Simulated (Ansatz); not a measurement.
Start from YN in the rock salt structure (space group Fm-3m, No. 225; a = 4.856 Å).

The change: cell and atoms relaxed at a pressure of 3 GPa.

Levels (all Ansatz, a first-principles code, PAW): PBEsol (420 eV, no spin-orbit coupling); HSE06 (420 eV, no spin-orbit coupling).

The geometry is relaxed with PBEsol.

- PBEsol band gap = zero

With HSE06 at the same geometry, the band gap becomes 1.02 eV (PBEsol: zero).

Single points use the geometry relaxed with PBEsol. The hybrid gap comes from the SCF mesh plus the semilocal run's edge points and a few special points and is an upper bound. Load acts through the strain it causes; cell and atoms are relaxed under it. Whether these cells are dynamically stable was not tested. All final runs are without spin polarisation. Gaps under 0.05 eV, about the width of the smearing, are given as zero. The zero or small gap of YN can change with the level of theory.
